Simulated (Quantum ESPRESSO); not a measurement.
A self-consistent single point of BP (F-43m, 2 atoms in the cell) with Quantum ESPRESSO.

Computed with PBE, PseudoDojo standard norm-conserving (PBE) pseudopotentials (plane waves; Quantum ESPRESSO 7.5).

```
BP
1.0
   -2.26607     0.00000     2.26607
    0.00000     2.26607     2.26607
   -2.26607     2.26607     0.00000
B P
1 1
Direct
  0.00000   0.00000   0.00000
  0.25000   0.25000   0.25000
```

Reference input (self-consistent single point, DFT, PBE, plane waves, PseudoDojo standard norm-conserving (PBE) pseudopotentials): ecutwfc = 80 Ry; occupations = fixed; potentials = {B: B.upf, P: P.upf}; K_POINTS = automatic 10 10 10 0 0 0; nbnd = 12; conv_thr = 1e-08 Ry. This run's input differs from it in these lines:

```diff
@@ -27,3 +27,3 @@
 K_POINTS {automatic}
-10 10 10  0 0 0
+6 6 6  0 0 0
```

The program printed (abridged):

```
     Self-consistent Calculation

     iteration #  1     ecut=    80.00 Ry     beta= 0.70

     total energy              =     -19.75599169 Ry
     estimated scf accuracy    <       0.15986386 Ry

     iteration #  2     ecut=    80.00 Ry     beta= 0.70

     total energy              =     -19.78577298 Ry
     estimated scf accuracy    <       0.02976881 Ry

     iteration #  3     ecut=    80.00 Ry     beta= 0.70

     total energy              =     -19.79226833 Ry
     estimated scf accuracy    <       0.00073076 Ry

     iteration #  4     ecut=    80.00 Ry     beta= 0.70

     total energy              =     -19.79238176 Ry
     estimated scf accuracy    <       0.00001070 Ry

     iteration #  5     ecut=    80.00 Ry     beta= 0.70

     total energy              =     -19.79238469 Ry
     estimated scf accuracy    <       0.00000020 Ry

     iteration #  6     ecut=    80.00 Ry     beta= 0.70
     End of self-consistent calculation

     highest occupied, lowest unoccupied level (ev):     9.2988   10.6364

!    total energy              =     -19.79238481 Ry
     estimated scf accuracy    <          2.7E-09 Ry

     convergence has been achieved in   6 iterations

     Forces acting on atoms (cartesian axes, Ry/au):

     atom    1 type  1   force =    -0.00000000    0.00000000   -0.00000000
     atom    2 type  2   force =    -0.00000000   -0.00000000    0.00000000

     Total force =     0.000000     Total SCF correction =     0.000000

          total   stress  (Ry/bohr**3)                   (kbar)     P=       17.78
   0.00012085  -0.00000000  -0.00000000           17.78       -0.00       -0.00
  -0.00000000   0.00012085   0.00000000           -0.00       17.78        0.00
  -0.00000000   0.00000000   0.00012085           -0.00        0.00       17.78

   JOB DONE.
```

The run converged in 6 iterations. Against the reference run the free energy goes up by 8.5 meV/atom, the pressure goes from 1.65 to 1.78 GPa and the gap on the mesh goes from 1.247 to 1.338 eV.

The starting cell comes from a database of computed structures (which also holds hypothetical and non-ambient phases and stackings), without a prior relaxation at this level. Another mesh or the band path of this cell gives a smaller gap, so this value is not converged in the mesh.
